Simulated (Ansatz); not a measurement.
Cells marked so need not be the phases stable at ambient conditions, and some may be hypothetical.

 Where the default PAW files enter, the runs use the earlier of Ansatz's two default sets.

No gap correction and no spin-orbit coupling; mid-gap values are interpolated between computed energies.

A. MoSe$_{2}$ (R3m, not sure to be the ambient phase, 3 atoms a cell, 19.7 Å³ an atom), along the normal of (001)
B. GaS (P6_3/mmc, not sure to be the ambient phase, 8 atoms a cell, 21.6 Å³ an atom), along the normal of (001)
C. AlP (P6_3mc, wurtzite, not sure to be the ambient phase, 4 atoms a cell, 20.5 Å³ an atom), along the normal of (001)

**Question.** Put the candidates in order of mid-gap decay constant of the slowest evanescent state, highest first, for PBEsol in Ansatz (a first-principles code).

**Answer.** A (0.19 1/Å), C (0.16 1/Å), B (0.12 1/Å)
